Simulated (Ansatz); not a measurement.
Worked example: relaxation of the atoms of NiTe2 (P3m1, 3 atoms in the cell) in Ansatz (an electronic-structure program).

Method: LDA (PW92), default PAW files made with PBE (plane waves; Ansatz).

The change in words: one atom moved by 0.15 angstrom; relax: default → atoms; relax.f_tol: default → 0.05 eV/Å. Reference geometry:
```xyz
3
Lattice="3.8867 0.0000 0.0000 -1.9434 3.3660 0.0000 0.0000 0.0000 5.3887" Properties=species:S:1:pos:R:3 pbc="T T T"
Ni     0.0000     0.0000     0.0000
Te     0.0000     2.2440     1.3036
Te     1.9434     1.1220     4.0850
```

Reference input (self-consistent single point, DFT, LDA (PW92), plane waves, default PAW files made with PBE): basis.ecutwfc = 420 eV; kpoints.mp_grid.grid = 10 10 6; hamiltonian.xc = lda; hamiltonian.pseudopotentials = {kind: paw} (the program's default PAW files); scf.occupations.method = gaussian; scf.occupations.width = 0.1 eV. This run's input differs from it in these lines:

```diff
@@ -7,3 +7,3 @@
   atoms:
-    - { symbol: Ni, position: [0.000000, 0.000000, 0.000000] }
+    - { symbol: Ni, position: [0.000000, 0.000000, 0.027836] }
     - { symbol: Te, position: [0.333333, 0.666667, 0.241920] }
@@ -19,2 +19,4 @@
   occupations: { method: gaussian, width: 0.1 eV }
+relax:
+  f_tol: 0.05
 output:
```

The program printed (abridged):

```
   [... SCF lines of the steps left out ...]
relax step   1: F+E_penalty+E_count = -19428.39115416 eV  Δ(F+E_penalty+E_count) = +0.000e0 eV  max|allowed force component| = 9.909e-1 eV/Å  Δτ_max = 0.0000 Å  (6 SCF iters, dr2 threshold 6.25e-5 eV, accepted)
relax step   2: F+E_penalty+E_count = -19428.44092074 eV  Δ(F+E_penalty+E_count) = -4.977e-2 eV  max|allowed force component| = 6.266e-1 eV/Å  Δτ_max = 0.1509 Å  (5 SCF iters, dr2 threshold 6.14e-5 eV, accepted)
relax step   3: F+E_penalty+E_count = -19428.47722473 eV  Δ(F+E_penalty+E_count) = -3.630e-2 eV  max|allowed force component| = 2.664e-2 eV/Å  Δτ_max = 0.0679 Å  (5 SCF iters, dr2 threshold 2.45e-5 eV, accepted)
relax step   4: F+E_penalty+E_count = -19428.47722624 eV  Δ(F+E_penalty+E_count) = -1.507e-6 eV  max|allowed force component| = 2.651e-2 eV/Å  Δτ_max = 0.0000 Å  (3 SCF iters, accepted)
the relaxation is at rest under the 6 symmetry operations that the run kept from its start: a minimum is not shown …
Stability not checked: this state was not tested for a lower state beside it, because too few of the mixer's solves of this state at the end of the SCF gave a …
Free energy (F): -19428.477226 eV
Internal energy: -19428.467655 eV  (E = F + TS)
E sigma→0 (E₀):  -19428.472441 eV
Entropy (-TS):   -0.009571 eV (-3.190 meV/atom)
Fermi energy:    11.467619 eV
--- Forces (eV/Å), atoms counted from 1 ---
  atom   1  Ni     0.00000000     0.00000000     0.00077939
   [... lines left out ...]
  F+E_penalty+E_count = -19428.47722624 eV   max|allowed force component| = 2.651e-2 eV/Å
  atoms:
    - { symbol: Ni, position: [-1.6503482535020622e-18, 1.4153639522333223e-25, 0.009265160227081985] }
    - { symbol: Te, position: [0.3333333333333333, 0.6666666666666665, 0.24507922396788637] }
    - { symbol: Te, position: [0.6666666666666667, 0.33333333333333326, 0.7734916158050317] }
```

The run converged. 

Summary of the result:
* **Free energy E − TS (on the zero of these files)**: -19428.4772 eV
* **Fermi level (on the code's own zero)**: 11.47 eV
* **Pressure**: -4.96 GPa
* **Largest force (vector length)**: 0.027 eV/Å
* **Relaxation steps**: 4

The starting cell comes from a database of computed structures (which also holds hypothetical and non-ambient phases and stackings), without a prior relaxation at this level. Its lattice was rescaled by up to half a per cent. For this run, on top of that: one atom moved by 0.15 angstrom. Spin polarisation is off, so a magnetic state, if there is one, cannot be reached. The relaxation keeps the symmetry of its start, so its end need not be a minimum. Ansatz's pressure includes its estimate of the finite-basis (Pulay) stress.

Cost on one core of a shared machine: roughly 50 s.

Keys are those of Ansatz 0.2.
